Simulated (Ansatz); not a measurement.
Subject: the energy of the reaction as written. Reaction: 1/8 cell B + 7/8 cell C → cell A. A negative value means that the right-hand side lies lower.

Cell A: a slab of Ir (fcc, Fm-3m) cut along (111), 11 atoms, oblique cell of 5.48 × 2.74 Å (13.0 Å²), symmetry Pm within 0.02 Å, 10.2 Å thick under 16 Å of vacuum, in-plane vectors held at the crystal's; planes from bottom to top: Ir2 × 5 | O, its two faces unlike (dipole correction applied); added, foreign or displaced atoms, above the top plane: O bound to 3 Ir at 2.02–2.05 Å; spin state with PBE: run without spin, k-point mesh 10×19×1.
```
CELL_PARAMETERS angstrom
      5.47549     0.00000     0.00000
      1.36887     2.37095     0.00000
      0.00000     0.00000    26.38122
ATOMIC_POSITIONS crystal
  Ir 0.83509 0.66478 0.30536
  Ir 0.33352 0.66637 0.30537
  Ir 0.00171 0.99823 0.38822
  Ir 0.50143 0.99851 0.38831
  Ir 0.16862 0.33143 0.47265
  Ir 0.67050 0.32954 0.47268
  Ir 0.83644 0.66352 0.55588
  Ir 0.33565 0.66450 0.55831
  Ir 0.99823 0.00178 0.64173
  Ir 0.48061 0.01949 0.64433
  O  0.67155 0.32853 0.69102
```

Cell B: a slab of Ir (fcc, Fm-3m) cut along (111), 46 atoms, hexagonal cell of 8.21 Å (58.4 Å²), symmetry P3m1 within 0.02 Å, 10.2 Å thick under 16 Å of vacuum, in-plane vectors held at the crystal's; planes from bottom to top: Ir9 × 5 | O, its two faces unlike (dipole correction applied); added, foreign or displaced atoms, above the top plane: O bound to 3 Ir at 2.05 Å; spin state with PBE: run without spin, k-point mesh 5×5×1.
```
CELL_PARAMETERS angstrom
      8.21323     0.00000     0.00000
      4.10661     7.11286     0.00000
      0.00000     0.00000    26.38122
ATOMIC_POSITIONS crystal
  Ir 0.88912 0.22210 0.30525
  Ir 0.22210 0.22210 0.30525
  Ir 0.55571 0.22191 0.30531
  Ir 0.88943 0.55447 0.30539
  Ir 0.22191 0.55571 0.30531
  Ir 0.55571 0.55571 0.30531
  Ir 0.88943 0.88943 0.30539
  Ir 0.22210 0.88912 0.30525
  Ir 0.55447 0.88943 0.30539
  Ir 0.99949 0.99949 0.38835
  Ir 0.33435 0.99949 0.38835
  Ir 0.66671 0.99991 0.38829
  Ir 0.99949 0.33435 0.38835
  Ir 0.33350 0.33350 0.38806
  Ir 0.66634 0.33350 0.38806
  Ir 0.99991 0.66671 0.38829
  Ir 0.33350 0.66634 0.38806
  Ir 0.66671 0.66671 0.38829
  Ir 0.11111 0.11111 0.47133
  Ir 0.44389 0.11113 0.47298
  Ir 0.77832 0.11113 0.47298
  Ir 0.11113 0.44389 0.47298
  Ir 0.44444 0.44444 0.47265
  Ir 0.77832 0.44389 0.47298
  Ir 0.11113 0.77832 0.47298
  Ir 0.44389 0.77832 0.47298
  Ir 0.77778 0.77778 0.47267
  Ir 0.88701 0.22316 0.55754
  Ir 0.22316 0.22316 0.55754
  Ir 0.55520 0.22293 0.55680
  Ir 0.88920 0.55494 0.55716
  Ir 0.22293 0.55520 0.55680
  Ir 0.55520 0.55520 0.55680
  Ir 0.88920 0.88920 0.55716
  Ir 0.22316 0.88701 0.55754
  Ir 0.55494 0.88920 0.55716
  Ir 0.00000 0.00000 0.63967
  Ir 0.33333 0.00000 0.63967
  Ir 0.66925 0.99483 0.64002
  Ir 0.00000 0.33333 0.63967
  Ir 0.33033 0.33033 0.64276
  Ir 0.67268 0.33033 0.64276
  Ir 0.99483 0.66925 0.64002
  Ir 0.33033 0.67268 0.64276
  Ir 0.66925 0.66925 0.64002
  O  0.44444 0.44444 0.69047
```

Cell C: a slab of Ir (fcc, Fm-3m) cut along (111), 6 atoms, hexagonal cell of 2.74 Å (6.5 Å²), symmetry P3m1 within 0.02 Å, 10.2 Å thick under 16 Å of vacuum, in-plane vectors held at the crystal's; planes from bottom to top: Ir × 5 | O, its two faces unlike (dipole correction applied); added, foreign or displaced atoms, above the top plane: O bound to 3 Ir at 2.02 Å; spin state with PBE: run without spin, k-point mesh 19×19×1.
```yaml
crystal:
  lattice:
    - [2.73774, 0.00000, 0.00000]
    - [1.36887, 2.37095, 0.00000]
    - [0.00000, 0.00000, 26.38122]
  atoms:
    - { symbol: Ir, position: [0.66667, 0.66667, 0.30576] }
    - { symbol: Ir, position: [0.00000, 0.00000, 0.38862] }
    - { symbol: Ir, position: [0.33333, 0.33333, 0.47278] }
    - { symbol: Ir, position: [0.66667, 0.66667, 0.55785] }
    - { symbol: Ir, position: [0.00000, 0.00000, 0.64389] }
    - { symbol: O, position: [0.33333, 0.33333, 0.69143] }
```

All numbers come from Ansatz (a first-principles code), plane waves with PAW, its default PAW set, cutoff 420 eV, 500 eV for r2SCAN. The structures are at rest with PBE, within the held lattices; other levels are single points on them. Neutral cells; Fermi-Dirac smearing of at most 0.10 eV in the solids, energies taken to zero width. The lattices are those relaxed with PBE, so at other levels the solids can be strained, which adds to the spread. Larger cells are relaxed from a start prepared with the learned potential CHGNet, on a coarser mesh till forces fall under 0.03 eV/Å, which some starts already meet. A dispersion term (D3(BJ), or D4 for r2SCAN) was computed beside these levels and is taken off wherever the name lacks it. The PAW files were made for PBE and serve at the other functionals too. Space groups of crystals are read within 0.01 Å. Nuclei at rest; no vibrational terms. The structures are the rest points that the relaxations reached, not proven lowest. Spin-orbit coupling is left out. The d electrons get no Hubbard U. Values are for these cell sizes. The cells' k-point meshes differ in density, so the last digit is unsettled. Cell A has symmetry Pm within 0.02 Å and got no random move, so less symmetric positions, which may lie lower, weren't tried. Cell B has symmetry P3m1 within 0.02 Å and got no random move, so less symmetric positions, which may lie lower, weren't tried. Cell C has symmetry P3m1 within 0.02 Å and got no random move, so less symmetric positions, which may lie lower, weren't tried.

Task: Give the value at the level PBE.

Result: -0.50 eV, for 1/8 cell B + 7/8 cell C → cell A.

Task: How does the value move with the functional?

Result: 
```json
[
 {"Functional": "r2SCAN", "value (eV)": "-0.46", "less PBE": "0.04"}
]
```

The levels shown span only 0.04 eV, too little to tell them apart.
